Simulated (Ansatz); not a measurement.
Relaxed 24-atom cells of (Ti,Hf)Si2 in the ZrSi2 (C49) type type, of low symmetry and near-random order, with the end members in the same type and cell. The ZrSi2 (C49) type type need not be the stable form of every end member, so that mixing against the stable forms can cost more. Left out are ordered and sheared cells and those that changed their type; one cell stands for each fraction.

The numbers are results of PBE (plane waves to 420 eV, PAW; Ansatz, a quantum-chemistry and plane-wave program), not measurements. Scalar-relativistic, without spin–orbit coupling; the runs are not spin-polarised.

```tsv
cell	fraction of Hf	volume (Å³/atom)
TiSi2	0	14.35
HfTi7Si16	0.1250	14.63
HfTi3Si8	0.2500	14.90
Hf3TiSi8	0.7500	withheld
Hf7TiSi16	0.8750	16.15
HfSi2	1	16.38
```

Question: Fit y = y0 + (y1 − y0) x − b x (1 − x), with y0 and y1 the end rows to the rows shown by least squares, with x the second column and y the third, and predict the withheld row.

Answer: The fit gives b = -0.23, with a root-mean-square miss of 0.001 on the rows shown. At x = 0.7500 it predicts 15.92; the run gives 15.92, a miss of 0.00.
